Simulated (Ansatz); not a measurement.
Ansatz (a program for electronic structure) run on Mg6GaNi (Amm2, 8 atoms in the cell): self-consistent single point.

Level of theory: LDA (PW92), default PAW files made with PBE (plane waves; Ansatz).

```
CELL_PARAMETERS angstrom
      4.83514     0.00000     0.00000
      0.00000     3.12113     5.22648
      0.00000    -3.12113     5.22648
ATOMIC_POSITIONS crystal
  Mg 0.00000 0.34915 0.83473
  Mg 0.00000 0.83473 0.34915
  Mg 0.00000 0.33761 0.33761
  Mg 0.50000 0.14087 0.67081
  Mg 0.50000 0.67081 0.14087
  Mg 0.50000 0.16430 0.16430
  Ga 0.50000 0.66880 0.66880
  Ni 0.00000 0.83374 0.83374
```

Reference input (self-consistent single point, DFT, LDA (PW92), plane waves, default PAW files made with PBE): basis.ecutwfc = 420 eV; kpoints.mp_grid.grid = 5 5 5; hamiltonian.xc = lda; hamiltonian.pseudopotentials = {kind: paw} (the program's default PAW files); scf.occupations.method = fermi_dirac; scf.occupations.width = 0.05 eV. This run's input differs from it in these lines:

Ansatz 0.2 input:
```diff
@@ -17,3 +17,3 @@
 kpoints:
-  mp_grid: { grid: [5, 5, 5] }
+  mp_grid: { grid: [8, 7, 7] }
 hamiltonian:
```

Output (repeated stretches shortened):

```
SCF iter   1: F=—  HF=-20889.847386 eV  |F-HF|=—  |Δ(HF+E_count)|=         —  Δρ=8.70e-3  dr2=6.54e-2  ethr=1.77e-3  ⟨swp⟩=8.1  Hψ=17485  notcnv=0  defer=32
all-band conjugate gradients solve this SCF's bands
preconditioner: auto → Kerker (q_TF=auto, 2.489 Å⁻¹)
SCF iter   2: F=—  HF=-20889.816228 eV  |F-HF|=—  |Δ(HF+E_count)|=   3.12e-2  Δρ=3.21e-3  dr2=1.69e-2  ethr=7.19e-5  ⟨swp⟩=2.5  Hψ=8689  notcnv=0  defer=169
   [... lines left out ...]
SCF iter   5: F=—  HF=-20889.811356 eV  |F-HF|=—  |Δ(HF+E_count)|=   6.85e-5  Δρ=1.06e-4  dr2=2.38e-5  ethr=2.04e-7  ⟨swp⟩=2.0  Hψ=5597  notcnv=0  defer=169
SCF iter   6: F=—  HF=-20889.811391 eV  |F-HF|=—  |Δ(HF+E_count)|=   3.53e-5  Δρ=2.89e-5  dr2=2.31e-6  ethr=2.61e-8  ⟨swp⟩=2.0  Hψ=5870  notcnv=0  defer=169
SCF iter   7: F=—  HF=-20889.811391 eV  |F-HF|=—  |Δ(HF+E_count)|=   4.86e-7  Δρ=1.28e-5  dr2=4.27e-7  ethr=2.54e-9  ⟨swp⟩=2.0  Hψ=6512  notcnv=0  defer=169
SCF iter   8: F=-20889.811391 eV  HF=-20889.811391 eV  |F-HF|=5.07e-8  |Δ(HF+E_count)|=   1.25e-7  Δρ=5.79e-6  dr2=5.04e-8  ethr=1.10e-10  ⟨swp⟩=9.2  Hψ=19927  notcnv=0
SCF 1 converged in 8 iterations: F = -20889.811391 eV  dr2 = 5.04e-8
Free energy (F): -20889.811391 eV
Internal energy: -20889.787454 eV  (E = F + TS)
E sigma→0 (E₀):  -20889.799422 eV
Entropy (-TS):   -0.023937 eV (-2.992 meV/atom)
Fermi energy:    7.080687 eV
--- Forces (eV/Å), atoms counted from 1 ---
  atom   1  Mg     0.00000000     0.02545457     0.05066881
  atom   2  Mg     0.00000000    -0.02545457     0.05066881
  atom   3  Mg    -0.00000000    -0.00000000    -0.00815455
  atom   4  Mg     0.00000000    -0.12958147    -0.05447205
  atom   5  Mg    -0.00000000     0.12958147    -0.05447205
  atom   6  Mg     0.00000000     0.00000000    -0.00785204
  atom   7  Ga     0.00000000     0.00000000     0.10153977
  atom   8  Ni    -0.00000000    -0.00000000    -0.07793475
--- Stress (GPa, compression-positive) ---
       -4.647885       0.000000      -0.000000
        0.000000      -5.085506       0.000000
       -0.000000       0.000000      -3.966844
  P = ⅓ Tr σ = -4.5667 GPa (-45.667 kbar)
  The stress holds the Pulay correction. Without it, at fixed plane waves, as pw.x and ABINIT print it: P = -4.5781 GPa
```

The run converged in 8 iterations. Against the reference run the free energy goes up by 3.9 meV/atom, the pressure stays near -4.57 GPa while the xx stress (positive for compression) goes from -3.39 to -4.65 GPa and the largest force goes from 0.158 to 0.141 eV/Å.

The starting cell comes from a database of computed structures (which also holds hypothetical and non-ambient phases and stackings), without a prior relaxation at this level. Its lattice was rescaled by a random factor within 2.5 % of one. Spin polarisation is off. With a pressure of about -5 GPa the cell is away from its equilibrium volume at this level. Ansatz's pressure includes its estimate of the finite-basis (Pulay) stress.

Cost on one core of a shared machine: roughly 40 s.
